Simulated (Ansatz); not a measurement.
## A constructed model of the (110) surface of bcc Nb, a layer of Sn in place of the second plane (bottom of the slab: a bare face, its two planes held)

Calculation: PBE (plane waves to 420 eV, PAW; Ansatz, a program for electronic structure).

Slab: 6 atoms, 11.4 Å thick at the start; k 14x14x1, smearing 0.1 eV, dipole-corrected; 2 atoms held, the rest relaxed; start symmetry kept, larger cells not searched; no spin, no spin-orbit, no U. In PBE it lies 0.38 eV a 1x1 cell over the lowest computed structure of the same composition (a layer of Sn in place of the third plane).

| Item | Result |
|---|---|
| work function of the top face | 5.02 eV |
| energy released by relaxation | 0.25 eV |
| cost | roughly 5 core-minutes |
